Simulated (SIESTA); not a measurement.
# Input and output of a self-consistent single point for ZrNi₅ (F-43m, 6 atoms in the cell) (SIESTA)

Method: GGA PBEsol, numerical atomic orbitals DZP, PseudoDojo PBEsol standard norm-conserving potentials (rewritten from UPF to PSML) (SIESTA).

Input as run:

```
# files in the folder: Zr.psml Ni.psml (PseudoDojo PBEsol standard)
SystemName  ZrNi5
SystemLabel ZrNi5

NumberOfAtoms                6
NumberOfSpecies              2
%block ChemicalSpeciesLabel
  1 40 Zr
  2 28 Ni
%endblock ChemicalSpeciesLabel
LatticeConstant              1.0 Bohr
%block LatticeVectors
     0.000000000    6.134132259    6.134132259
     6.134132259    0.000000000    6.134132259
     6.134132259    6.134132259    0.000000000
%endblock LatticeVectors
AtomicCoordinatesFormat      Bohr
%block AtomicCoordinatesAndAtomicSpecies
     0.000000000    0.000000000    0.000000000  1
     3.067066129    3.067066129    3.067066129  2
     7.648894879    7.648894879    7.648894879  2
     7.648894879    4.619369639    4.619369639  2
     4.619369639    4.619369639    7.648894879  2
     4.619369639    7.648894879    4.619369639  2
%endblock AtomicCoordinatesAndAtomicSpecies

XC.functional                GGA
XC.authors                   PBEsol
PAO.BasisSize                DZP
PAO.EnergyShift              0.01 Ry
MeshCutoff                   300 Ry
%block kgrid.MonkhorstPack
    6   0   0  0.0
    0   6   0  0.0
    0   0   6  0.0
%endblock kgrid.MonkhorstPack
OccupationFunction           MP
OccupationMPOrder            0
ElectronicTemperature        272.0 meV
Spin                         polarized
%block DM.InitSpin
  1 +0.00
  2 +2.00
  3 +0.00
  4 +0.00
  5 +0.00
  6 +0.00
%endblock DM.InitSpin

MaxSCFIterations             150
SCF.Mixer.Method             Broyden
SCF.Mixer.Weight             0.1
SCF.Mixer.History            8
SCF.DM.Tolerance             1.0E-05
Diag.ParallelOverK           true
WriteForces                  true
Charge.Mulliken              end
```

The program printed (abridged):

```
reinit: Reading from file input.fdf

reinit: System Name: ZrNi5
reinit: System Label: ZrNi5

NOTE on units for spin output:
{S} is the spin magnetic moment, in units of the Bohr magneton,
assuming a g-factor for the electron spin of exactly 2.
The spin magnetic moment is then numerically equal to the charge inbalance,
in units of electrons, between the spin-up and -down channels.

coor:   Atomic-coordinates input format  =     Cartesian coordinates
coor:                                            (in Bohr units)

siesta: Atomic coordinates (Bohr) and species
siesta:      0.00000   0.00000   0.00000  1        1
siesta:      3.06707   3.06707   3.06707  2        2
siesta:      7.64889   7.64889   7.64889  2        3
siesta:      7.64889   4.61937   4.61937  2        4
siesta:      4.61937   4.61937   7.64889  2        5
siesta:      4.61937   7.64889   4.61937  2        6

siesta: System type = bulk

initatomlists: Number of atoms, orbitals, and projectors:      6   114   108

siesta: ******************** Simulation parameters ****************************
redata: Spin configuration                          = collinear
redata: Time-Reversal Symmetry                      = T
redata: Number of Atomic Species                    =        2
redata: Mesh Cutoff                                 =   300.0000 Ry
redata: Net charge of the system                    =     0.0000 |e|
redata: Min. number of SCF Iter                     =        0
redata: Max. number of SCF Iter                     =      150
redata: SCF convergence failure will abort job
redata: SCF mix quantity                            = Hamiltonian
redata: Mix DM or H after convergence               =   F
redata: Recompute H after scf cycle                 =   F
redata: Mix DM in first SCF step                    =   T
redata: No kicks to SCF
redata: DM Mixing Weight for Kicks                  =     0.5000
   [... lines left out ...]
diag: Used triangular part                          = Lower
diag: Absolute tolerance                            =  0.100E-15
diag: Orthogonalization factor                      =  0.100E-05
diag: Memory factor                                 =  1.0000

superc: Internal auxiliary supercell:     5 x     5 x     5  =     125
superc: Number of atoms, orbitals, and projectors:    750  14250  13500

                        Single-point calculation

superc: Internal auxiliary supercell:     5 x     5 x     5  =     125
superc: Number of atoms, orbitals, and projectors:    750  14250  13500

outcell: Unit cell vectors (Ang):
        0.000000    3.246043    3.246043
        3.246043    0.000000    3.246043
        3.246043    3.246043    0.000000

outcell: Cell vector modules (Ang)   :    4.590598    4.590598    4.590598
outcell: Cell angles (23,13,12) (deg):     60.0000     60.0000     60.0000
outcell: Cell volume (Ang**3)        :     68.4058
new_DM -- step:     1
Initializing Density Matrix...

Attempting to read DM from file... Failed...
DM filled with atomic data (user-defined):

InitMesh: MESH = 40 x 40 x 40 = 64000
InitMesh: Mesh cutoff (required, used) =   300.000   314.757 Ry

stepf: Methfessel-Paxton step function
       Using Hermite-Gauss polynomials of order  0
        iscf     Eharris(eV)        E_KS(eV)     FreeEng(eV)     dDmax    Ef(eV) dHmax(eV)
   scf:    1   -23982.171414   -24123.503270   -24123.747224  1.199956 -1.603994 31.700650
     spin moment: {S} , |S| = {        0.0        0.0    1.71041 }     1.71041
   scf:    2   -24182.454171   -24169.124292   -24169.349731  0.415482 -3.081855 12.645364
     spin moment: {S} , |S| = {        0.0        0.0    0.50564 }     0.50564
   scf:    3   -24154.411870   -24172.768752   -24173.013133  0.350869 -3.603014 19.984193
     spin moment: {S} , |S| = {        0.0        0.0    1.60318 }     1.60318
   scf:    4   -24180.662632   -24180.611340   -24180.846898  0.203173 -4.047004  4.418557
     spin moment: {S} , |S| = {        0.0        0.0    0.81586 }     0.81586
   scf:    5   -24181.957680   -24181.507303   -24181.745717  0.088219 -4.391061  1.418860
     spin moment: {S} , |S| = {        0.0        0.0    0.80592 }     0.80592
   scf:    6   -24181.179730   -24181.508530   -24181.747062  0.027200 -4.472463  1.364611
   [... lines left out ...]
   scf:   59   -24181.681164   -24181.681163   -24181.925137  0.000011 -4.510748  0.000685
     spin moment: {S} , |S| = {        0.0        0.0   -0.00762 }    -0.00762
   scf:   60   -24181.681162   -24181.681163   -24181.925137  0.000011 -4.510748  0.000670
     spin moment: {S} , |S| = {        0.0        0.0   -0.00755 }    -0.00755
   scf:   61   -24181.681164   -24181.681163   -24181.925137  0.000011 -4.510748  0.000665
     spin moment: {S} , |S| = {        0.0        0.0   -0.00748 }    -0.00748
   scf:   62   -24181.681162   -24181.681163   -24181.925137  0.000010 -4.510748  0.000649
     spin moment: {S} , |S| = {        0.0        0.0   -0.00741 }    -0.00741
   scf:   63   -24181.681164   -24181.681163   -24181.925137  0.000010 -4.510749  0.000644
     spin moment: {S} , |S| = {        0.0        0.0   -0.00734 }    -0.00734
   scf:   64   -24181.681162   -24181.681163   -24181.925137  0.000010 -4.510748  0.000629
     spin moment: {S} , |S| = {        0.0        0.0   -0.00727 }    -0.00727
SCF Convergence by DM+H criterion
max |DM_out - DM_in|         :     0.0000099968
max |H_out - H_in|      (eV) :     0.0006286346
SCF cycle converged after 64 iterations

Using DM_out to compute the final energy and forces

siesta: E_KS(eV) =           -24181.6812

siesta: E_KS - E_eggbox =    -24181.6812

siesta: Atomic forces (eV/Ang):
     1   -0.000094   -0.000094   -0.000094
     2    0.000051    0.000051    0.000051
     3    0.150168    0.150168    0.150168
     4    0.150306   -0.150217   -0.150217
     5   -0.150217   -0.150217    0.150305
     6   -0.150217    0.150306   -0.150217
   Tot   -0.000003   -0.000003   -0.000004
   Max    0.150306
   Res    0.122660    sqrt( Sum f_i^2 / 3N )
   Max    0.150306    constrained

Stress tensor Voigt[x,y,z,yz,xz,xy] (kbar):      -80.63      -80.63      -80.63       -1.15       -1.15       -1.15
(Free)E + p*V (eV/cell)   -24178.4825
Target enthalpy (eV/cell)   -24181.9251

siesta: Program's energy decomposition (eV):
siesta: Ebs     =     -3771.571365
siesta: Eions   =     31033.971505
siesta: Ena     =      2177.586361
siesta: Ekin    =     11158.984621
siesta: Enl     =     -3480.428208
siesta: Eso     =         0.000000
siesta: Edftu   =         0.000000
siesta: DEna    =       159.172564
siesta: DUscf   =         3.832994
siesta: DUext   =         0.000000
siesta: Ex      =     -2980.746365
siesta: Ec      =      -186.111625
siesta: Exc     =     -3166.857990
siesta: Eharris =    -24181.681162
siesta: Etot    =    -24181.681163
siesta: FreeEng =    -24181.925137

siesta: Atomic forces (eV/Ang):
siesta:      1   -0.000094   -0.000094   -0.000094
siesta:      2    0.000051    0.000051    0.000051
siesta:      3    0.150168    0.150168    0.150168
siesta:      4    0.150306   -0.150217   -0.150217
siesta:      5   -0.150217   -0.150217    0.150305
siesta:      6   -0.150217    0.150306   -0.150217
siesta: ----------------------------------------
siesta:    Tot   -0.000003   -0.000003   -0.000004

siesta: Stress tensor (static) (eV/Ang**3):
siesta:    -0.050326   -0.000716   -0.000716
siesta:    -0.000716   -0.050326   -0.000716
siesta:    -0.000716   -0.000716   -0.050326

   [... lines left out ...]
siesta: Cell volume =         68.405780 Ang**3
siesta:          80.63114159         69.34439749  kBar
   [... lines left out ...]
               3dz2    3dxz    3dx2-y2
   2  8.826   0.975   0.456  -0.172   1.007   1.007   1.007   0.114   0.114
              0.114   0.890   0.890   0.866   0.890   0.866  -0.037  -0.037

             -0.043  -0.037  -0.043
   3  8.919   0.956   0.247  -0.063   1.005   1.005   1.005   0.183   0.183
              0.183   0.897   0.897   0.923   0.897   0.923  -0.066  -0.066

             -0.062  -0.066  -0.062
   4  8.919   0.956   0.247  -0.063   1.005   1.005   1.005   0.183   0.183
              0.183   0.897   0.897   0.923   0.897   0.923  -0.066  -0.066

             -0.062  -0.066  -0.062
   5  8.919   0.956   0.247  -0.063   1.005   1.005   1.005   0.183   0.183
              0.183   0.897   0.897   0.923   0.897   0.923  -0.066  -0.066

             -0.062  -0.066  -0.062
   6  8.919   0.956   0.247  -0.063   1.005   1.005   1.005   0.183   0.183
              0.183   0.897   0.897   0.923   0.897   0.923  -0.066  -0.066

             -0.062  -0.066  -0.062

mulliken: Qtot =       51.004

Mulliken Atomic Populations:
Atom #   charge [q] valence [e]      Sz [e]  Species
     1    -1.005594   13.005594    0.000617  Zr
     2     0.352008   17.647992   -0.004649  Ni
     3     0.163447   17.836553   -0.000810  Ni
     4     0.163380   17.836620   -0.000810  Ni
     5     0.163380   17.836620   -0.000810  Ni
     6     0.163380   17.836620   -0.000810  Ni
 Total    -0.000000               -0.007273
```

The run converged in 64 iterations.

The starting cell comes from a database of computed structures (which also holds hypothetical and non-ambient phases and stackings), without a prior relaxation at this level. Its lattice was rescaled by a random factor within 2.5 % of one. The starting moments vanished: the run ended non-magnetic, which need not be the lowest state. Values carry the incompleteness of an atom-centred basis. With a pressure of about 8 GPa the cell is away from its equilibrium volume at this level.

Cost on one core of a shared machine: roughly 4 min.
